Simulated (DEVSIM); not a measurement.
System: Schottky contact on p-type Si, at 250 K.

| layer (left to right) | material | thickness (μm) | Na (cm⁻³) | τn (s) | τp (s) |
|---|---|---|---|---|---|
| 1 | Si | 12.0 | 6.4e15 | 0.00018 | 0.00018 |

Left contact: Schottky, work function 4.494 eV, emission velocity 4.5e6 cm/s. Right contact: ohmic. Voltage is applied to the left contact. Recombination: SRH at mid-gap, radiative, Auger. Gap narrowing is on: ΔEg = 6.92 meV × (l + √(l² + 0.5)), l = ln(N/1.3e17 cm⁻³), shared equally by both band edges. Mobility is constant in doping.

The device is made up for the run: typed textbook-type constants, with dimensions and the other settings drawn at random. Values at 300 K; Nc and Nv go as T^1.5, mobilities as T to minus their exponent, the gap by Varshni's rule with the affinity fixed.

```tsv
parameter	Si
gap (eV)	1.124
affinity (eV)	4.05
permittivity	11.7
Nc (cm⁻³)	2.86e19
Nv (cm⁻³)	3.1e19
μn (cm²/Vs)	1417
μp (cm²/Vs)	470
T exponent of μn	2.3
T exponent of μp	2.2
B (cm³/s)	4.7e-15
Cn (cm⁶/s)	2.8e-31
Cp (cm⁶/s)	9.9e-32
Varshni α (eV/K)	0.000473
Varshni β (K)	636
```

Simulated with DEVSIM: 1D drift-diffusion, Boltzmann statistics, complete ionisation; no tunnelling, impact ionisation, image-force lowering or self-heating. Metal contacts follow the ideal Schottky-Mott rule: no Fermi-level pinning, no interface dipoles.

The temperature was swept, all else fixed.

```
temperature (K)  dark forward voltage at 100 A/cm² (V)  potential step across the device at zero bias (V)  largest field in the device at zero bias (V/cm)
---------------  -------------------------------------  -------------------------------------------------  -----------------------------------------------
250                                              0.612                                              0.515                                            31000
300                                              0.629                                              0.460                                            29000
350                                              0.664                                              0.404                                            27000
400                                              0.715                                              0.345                                            25000
450                                              0.773                                              0.284                                            22000
500                                              0.805                                              0.223                                            20000
```

From the first row to the last the dark forward voltage at 100 A/cm² goes from 0.612 to 0.805. From the first row to the last the potential step across the device at zero bias goes from 0.515 to 0.223.
